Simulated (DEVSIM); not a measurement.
Structure: isotype n-n heterojunction Al0.4Ga0.6As/GaAs, at 300 K.

| layer (left to right) | material | thickness (μm) | Nd (cm⁻³) | τn (s) | τp (s) |
|---|---|---|---|---|---|
| 1 | Al0.4Ga0.6As | 0.930 | 3.2e17 | 1.5e-8 | 1.5e-8 |
| 2 | GaAs | 0.340 | 3.1e15 | 1.5e-8 | 1.5e-8 |

Left contact: ohmic. Right contact: ohmic. Voltage is applied to the left contact. Recombination: SRH at mid-gap, radiative, Auger. Mobility is constant in doping.

Constants are typed, rounded textbook-type inputs, not results; the design itself was drawn at random and stands for no fabricated device. Values at 300 K.

```csv
parameter,Al0.4Ga0.6As,GaAs
gap (eV),1.9228,1.424
affinity (eV),3.754,4.07
permittivity,11.76,12.9
Nc (cm⁻³),7.93e17,4.7e17
Nv (cm⁻³),9e18,9e18
μn (cm²/Vs),3220,8500
μp (cm²/Vs),158,400
B (cm³/s),2e-10,2e-10
Cn (cm⁶/s),1e-30,1e-30
Cp (cm⁶/s),1e-30,1e-30
```

DEVSIM, 1D drift-diffusion, Boltzmann statistics, complete ionisation; no tunnelling, impact ionisation, image-force lowering or self-heating. Band offsets follow the typed affinities; no thermionic-emission limit at abrupt steps, no polarisation charge.

Q: Tabulate band edges, carrier densities and field at 1.15 V on the left contact.

A: Energies count from the Fermi level of the right contact; mesh points crowd at the junctions.

```
x (μm)    Ec (eV)  Ev (eV)  n (cm⁻³)  p (cm⁻³)  field (V/cm)
--------  -------  -------  --------  --------  ------------
0.000      -1.127   -3.049    3.2e17     < 1e2           120
0.005187   -1.127   -3.049    3.2e17     < 1e2           120
0.01510    -1.126   -3.049    3.2e17     < 1e2           120
0.03642    -1.126   -3.049    3.2e17     < 1e2           120
0.1040     -1.125   -3.048    3.2e17     < 1e2           120
0.2203     -1.124   -3.047    3.2e17     < 1e2           120
0.4425     -1.121   -3.044    3.2e17     < 1e2           120
0.7416     -1.117   -3.040    3.2e17     < 1e2           120
0.8415     -1.115   -3.038    3.0e17     < 1e2          2000
0.8879     -0.900   -2.823    3.9e14     < 1e2        140000
0.9121     -0.422   -2.345    1.6e14     < 1e2        260000
0.9262     -0.012   -1.935    1.2e14     < 1e2        330000
0.9306     -0.186   -1.610    7.0e18     < 1e2        230000
0.9360     -0.124   -1.548    6.3e17     < 1e2         67000
0.9534     -0.063   -1.487    6.1e16     < 1e2         20000
0.9828     -0.024   -1.448    1.4e16     < 1e2          9500
1.038       0.016   -1.408    4.9e15     < 1e2          5700
1.142       0.069   -1.355    3.2e15     < 1e2          4800
1.224       0.108   -1.316    3.1e15     < 1e2          4800
1.250       0.120   -1.304    3.1e15     < 1e2          4800
1.262       0.126   -1.298    3.1e15     < 1e2          4800
1.270       0.130   -1.294    3.1e15     < 1e2          4800
```
